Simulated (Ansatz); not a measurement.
Ansatz (an electronic-structure program), DFT, PBE, plane waves, its default PAW files: Al(111) slab of 6 layers, 2x2, N adatom, atoms displaced (Al24N), unrelaxed, 25 atoms. Basis and mesh were picked for this test and aren't claimed converged.

```
Property                                                  Result
------------------------------  --------------------------------
cell                            5.73, 5.73, 23.29 Å; 90, 90, 60°
distance to the nearest atom                      1.99 to 2.83 Å
task                                                single point
k mesh                                                     6×6×1
hamiltonian.xc                                               pbe
kind of files                                                paw
scf.occupations.method                               fermi_dirac
scf.occupations.width                                     0.1 eV
scf.initial_density.chi_scale                                0.1
output.forces                                               true
binding of workers (--pin)                                   off
k-point pools (--kpoint-pools)                                 1
memory maximum (--max-ram)                                  8GiB
accuracy                                        medium (default)
basis.precision                                   auto (default)
basis.xc_grid                                        2 (default)
scf.eigensolver.kind                              auto (default)
scf.convergence.dr2_threshold                    1e-07 (default)
scf.lower_state_search                           light (default)
k-points after symmetry                                       20
bands at the start                                            64
electrons                                                     77
plane waves at Γ                                           13049
cutoff (eV)                                                  420
FFT grid                                               40×40×160
symmetry operations                                            1
```

Settings of this run: scf.mixing.algorithm = auto, scf.mixing.preconditioner = local_kerker; 4 threads.

```
iteration  dr2 (eV)     Hψ
---------  --------  -----
1            2.05e3   9396
2            1.55e4  25259
3            1.28e3  22091
4            1.85e1   8574
5            1.03e1   2036
6            2.38e1   3518
7            3.56e0   2321
8            3.24e1   5252
9            3.63e1   2258
10           2.19e1   3294
11           7.78e0   1698
12           1.42e0   1871
13           1.24e0   2103
14          1.62e-1   1401
15          9.75e-3   1794
16          5.50e-3   1762
17          8.24e-4   1276
18          3.76e-5   1291
19          2.37e-5   2230
20          1.62e-5   2080
21          1.47e-5   1779
22          8.57e-7   1239
23          1.26e-7   1914
24          7.24e-9  10687
```

It converged after 24 SCF iterations (all cycles of the run, searches included).

**Question.** Which change of one setting makes this cycle converge in far fewer steps?

**Answer.** One answer among several that fit: scf.mixing.preconditioner = auto (default) (12 SCF iterations (all cycles of the run, searches included)) or scf.mixing.preconditioner = ldos (12 SCF iterations (all cycles of the run, searches included)), all else kept. The other changes of this size gave: scf.mixing.preconditioner = kerker_dos (22); scf.mixing.preconditioner = none (25); scf.mixing.preconditioner = kerker (25). The first change moves the result by: energy under 0.001 meV/atom, forces (largest component) 0.032 meV/Å. Counts are of single runs.

Keys are those of Ansatz 0.2.
